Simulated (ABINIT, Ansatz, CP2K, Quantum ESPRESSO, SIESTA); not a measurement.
Code comparison for LaS (Fm-3m, 2 atoms in the cell)

Self-consistent single point.

```
LaS
1.0
    0.00000     2.94160     2.94160
    2.94160     0.00000     2.94160
    2.94160     2.94160     0.00000
La S
1 1
Cartesian
  0.00000   0.00000   0.00000
  2.94160   2.94160   2.94160
```

All programs got the same cell, k-point mesh and kind of occupations (in Ansatz's words: kpoints.mp_grid.grid = 7 7 7; scf.occupations.method = fermi_dirac; scf.occupations.width = 0.0073 Ry); potentials, basis and cutoffs are each program's usual ones.

```json
[
 {"code": "CP2K", "model": "PBEsol, GPW, DZVP-MOLOPT-SR-GTH basis, GTH-PBE potentials (GTH_POTENTIALS)", "pressure (GPa)": "-2.09", "k-points": "172", "cutoff": "grid 500 Ry"},
 {"code": "Ansatz", "model": "PBEsol, default PAW files made with PBE", "pressure (GPa)": "-3.13", "k-points": "20", "cutoff": "default"},
 {"code": "ABINIT", "model": "PBEsol, norm-conserving pseudopotentials (PseudoDojo nc-sr-04 PBEsol standard)", "pressure (GPa)": "-3.23", "k-points": "20", "cutoff": "1497 eV"},
 {"code": "Quantum ESPRESSO", "model": "PBEsol, GBRV 1.5 ultrasoft (PBESOL) pseudopotentials", "pressure (GPa)": "-3.14", "k-points": "20", "cutoff": "40 Ry"},
 {"code": "SIESTA", "model": "GGA PBEsol, numerical atomic orbitals DZP, PseudoDojo PBEsol standard norm-conserving potentials (rewritten from UPF to PSML)", "pressure (GPa)": "-0.34", "k-points": "172", "cutoff": "grid 400 Ry"}
]
```

The spread over the programs that give each value: pressure within 2.89 GPa.

The starting cell comes from a database of computed structures (which also holds hypothetical and non-ambient phases and stackings), without a prior relaxation at this level. On Ansatz's run: In the base run, with a pressure of about -3 GPa the cell is away from its equilibrium volume at this level.

Problem. Why do the programs differ, and what cannot be compared?

Solution. Differences of this kind can come from the potentials, where these differ, and from what each basis and cutoff leave unconverged. The zero of total energies and Fermi levels follows the potentials and each program's conventions, so they are not compared here. CP2K and SIESTA use small atom-centred bases, whose incompleteness enters pressures, forces and empty levels differently from a plane-wave cutoff. Ansatz's pressure is given at a fixed set of plane waves, as the other plane-wave codes print theirs. Ansatz's smearing width was typed in Ry to four decimals, so it matches the others to a few per cent. The programs reduce the same mesh by symmetry to different extents, which changes the work and not the result. In the pressure, CP2K (by 1.05) and SIESTA (by 2.80) lie more than 1 GPa from the median of the plane-wave programs.

Left out of this page: Elk and FLEUR (not drawn, or without a comparable value).

Ansatz is a quantum-chemistry and plane-wave program.

Keys are those of Ansatz 0.2.
